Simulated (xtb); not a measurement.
xtb 6.7.1, GFN2-xTB: Ni(Me)(OH)(dadMe) (C[N]1=CC=[N](C)->[Ni]<-1([CH3])[OH]), 21 atoms. The geometry is a generated start, not checked to be a minimum at this level.

| Property | Value |
|---|---|
| run flags | --grad |
| method | GFN2-xTB |
| --acc | 1 (default) |
| --etemp (K) | 300 (default) |
| basis functions | 54 |
| valence electrons | 58 |

```xyz
21

Ni    -0.1371     0.7873     0.0599
C     -1.8725     1.6863     0.0021
H     -2.4734     1.4016     0.8760
H     -2.4000     1.3594    -0.9038
H     -1.8451     2.7797    -0.0250
O      0.6794     2.3188     0.2608
H      0.2157     3.1492     0.3951
C     -2.1854    -1.4038    -0.0237
N     -0.8217    -0.9338    -0.0331
C      0.1040    -1.8413    -0.0468
C      1.4687    -1.4211    -0.0602
N      1.6863    -0.1583    -0.0283
C      3.0189     0.3525    -0.0577
H     -2.7024    -1.0393    -0.9125
H     -2.2337    -2.4992    -0.0036
H     -2.7057    -1.0058     0.8479
H     -0.1325    -2.9040    -0.0494
H      2.2674    -2.1641    -0.0978
H      3.7706    -0.4461    -0.0829
H      3.1708     0.9867     0.8163
H      3.1277     0.9954    -0.9334
```

Charge 0 and multiplicity 1 are set for this test and not shown to be the ground state.

One run each on 1 thread. Values of broydamp tried: 0.02, 0.05, 0.1, 0.2, 0.4 (default), 0.6, 0.8, 1.

Question: How does the count of SCC iterations change with broydamp, and where is it least?

Answer: Fewest SCC iterations: 0.4 (default) with 16. The count rises to 34 at 0.02. All converge to one solution.

```tsv
broydamp	SCC iterations	end
0.02	34	same solution
0.05	28	same solution
0.1	23	same solution
0.2	20	same solution
0.4 (default)	16	same solution
0.6	18	same solution
0.8	19	same solution
1	22	same solution
```
